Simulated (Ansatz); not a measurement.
## GaN: alloy series

Take GaN in the wurtzite structure (space group P6_3mc, No. 186; a = 3.183 Å, c = 5.185 Å) as the base.

The other end (x = 1) is GaP in the wurtzite structure (space group P6_3mc, No. 186; a model cell, its experimental status unchecked): 20.10 Å³/atom, gap 1.29 eV; this end may not be an ambient phase.

P replaces a fraction x of N; each row is one arrangement (x, atoms in the cell, starting space group or random), fully relaxed.

Calculations: PBEsol (Ansatz, a program for electronic structure), scalar-relativistic without spin-orbit coupling.

Candidates:
(a) x(P) = 0.5, 8 atoms, Pmc2_1
(b) x(P) = 0.75, 8 atoms, P3m1
(c) x(P) = 0.5, 8 atoms, Cm

Notes on the quantities. deviation of the volume from the linear: Vegard-type) interpolation.

Q: Order them by deviation of the volume from the linear, highest first.

A: (b) x(P) = 0.75, 8 atoms, P3m1 (-0.4 %), (c) x(P) = 0.5, 8 atoms, Cm (-2.3 %), (a) x(P) = 0.5, 8 atoms, Pmc2_1 (-2.7 %)

Each cell is one ordered arrangement of few atoms, which overstates ordering effects compared with a random alloy. Stability against distortions was not tested. The final runs are not spin-polarised. This is not the structure that GaP has at room temperature and ambient pressure.
